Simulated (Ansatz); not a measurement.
Ansatz (an electronic-structure program) run on ZrMo₂ (Fd-3m, 6 atoms in the cell): zone-centre phonon calculation.

Method: LDA (PW92), PAW files made with PBE (plane waves; Ansatz).

```
ZrMo2
1.0
    0.00000     3.80208     3.80208
    3.80208     0.00000     3.80208
    3.80208     3.80208     0.00000
Zr Mo
2 4
Cartesian
  1.90104   1.90104   1.90104
  0.00000   0.00000   0.00000
  2.85156   4.75260   2.85156
  4.75260   4.75260   4.75260
  4.75260   2.85156   2.85156
  2.85156   2.85156   4.75260
```

Reference input (self-consistent single point, DFT, LDA (PW92), plane waves, PAW files made with PBE): basis.ecutwfc = 420 eV; kpoints.mp_grid.grid = 5 5 5; hamiltonian.xc = lda; hamiltonian.pseudopotentials = {kind: paw} (the program's default PAW files); scf.occupations.method = fermi_dirac; scf.occupations.width = 0.1 eV. This run's input differs from it in these lines:

```diff
@@ -21,6 +21,4 @@
   occupations: { method: fermi_dirac, width: 0.1 }
-output:
-  forces: true
-  eigenvalues: true
-  stress: true
+phonons:
+  method: dfpt
```

Output (repeated stretches shortened):

```
SCF iter   1: F=—  HF=-27541.116685 eV  |F-HF|=—  |Δ(HF+E_count)|=         —  Δρ=1.80e-1  dr2=9.90e1  ethr=3.10e-3  ⟨swp⟩=4.8  Hψ=6137  notcnv=0
all-band conjugate gradients solve this SCF's bands
preconditioner: auto → Resta (q_TF=auto, 2.588 Å⁻¹)
SCF iter   2: F=—  HF=-27529.898740 eV  |F-HF|=—  |Δ(HF+E_count)|=    1.12e1  Δρ=8.54e-2  dr2=2.08e1  ethr=3.10e-3  ⟨swp⟩=3.3  Hψ=4019  notcnv=0  defer=3
   [... lines left out ...]
SCF iter   7: F=—  HF=-27527.155844 eV  |F-HF|=—  |Δ(HF+E_count)|=   4.86e-6  Δρ=2.30e-5  dr2=5.12e-7  ethr=4.01e-8  ⟨swp⟩=2.0  Hψ=2993  notcnv=0
SCF iter   8: F=—  HF=-27527.155844 eV  |F-HF|=—  |Δ(HF+E_count)|=   5.11e-7  Δρ=4.08e-6  dr2=1.95e-8  ethr=6.39e-10  ⟨swp⟩=2.2  Hψ=3291  notcnv=0
SCF iter   9: F=—  HF=-27527.155844 eV  |F-HF|=—  |Δ(HF+E_count)|=   2.19e-9  Δρ=6.70e-7  dr2=6.90e-10  ethr=2.44e-11  ⟨swp⟩=2.0  Hψ=2466  notcnv=0
SCF iter  10: F=-27527.155844 eV  HF=-27527.155844 eV  |F-HF|=7.28e-12  |Δ(HF+E_count)|=  1.46e-10  Δρ=1.08e-7  dr2=9.10e-12  ethr=1.00e-12  ⟨swp⟩=7.5  Hψ=11262  notcnv=0
SCF 1 converged in 10 iterations: F = -27527.155844 eV  dr2 = 9.10e-12
DFPT response loops at Γ: preconditioner auto → Kerker (q_TF=auto, 2.588 Å⁻¹) (partly filled bands, converged f_vac=0.000) …
Free energy (F): -27527.155844 eV
Internal energy: -27527.030667 eV  (E = F + TS)
E sigma→0 (E₀):  -27527.093256 eV
Entropy (-TS):   -0.125177 eV (-20.863 meV/atom)
Fermi energy:    17.175633 eV
--- Phonons (Γ-DFPT): 2 representative perturbations + reference, on 39 of 125 k-points (Σ response iterations 6) ---
  k mesh reduced under 2 symmetry operations, with k and −k counted as one. Each operation leaves every solved perturbation unchanged …
  ASR residual: 6.660e-4 → 0.000e0 eV/Å²; symmetrization residual: 2.106e-5 eV/Å²
  ASR residual per site (eV/Å²): 6.66e-4 6.66e-4 5.66e-4 5.66e-4 5.66e-4 5.66e-4
  Γ frequencies (cm⁻¹): 0.00 0.00 0.00 157.22 157.22 157.22 168.05 168.05 168.05 182.33 182.33 182.33 198.69 198.69 225.87 225.87 225.87 307.29
  non-analytic LO–TO correction: not included (Born effective charges unavailable; polar crystals: no LO–TO splitting at Γ)
```

The run converged in 10 iterations. 

Summary of the result:
- Free energy E − TS (on the zero of these files): -27527.1558 eV
- Fermi level (on the code's own zero): 17.18 eV
- Zone-centre frequencies (cm⁻¹; negative means imaginary): 0, 0, 0, 157, 157, 157, 168, 168, 168, 182, 182, 182, 199, 199, 226, 226, 226, 307

The starting cell comes from a database of computed structures (which also holds hypothetical and non-ambient phases and stackings), without a prior relaxation at this level. Spin polarisation is off.

Cost on one core of a shared machine: roughly 40 s.

Keys are those of Ansatz 0.2.
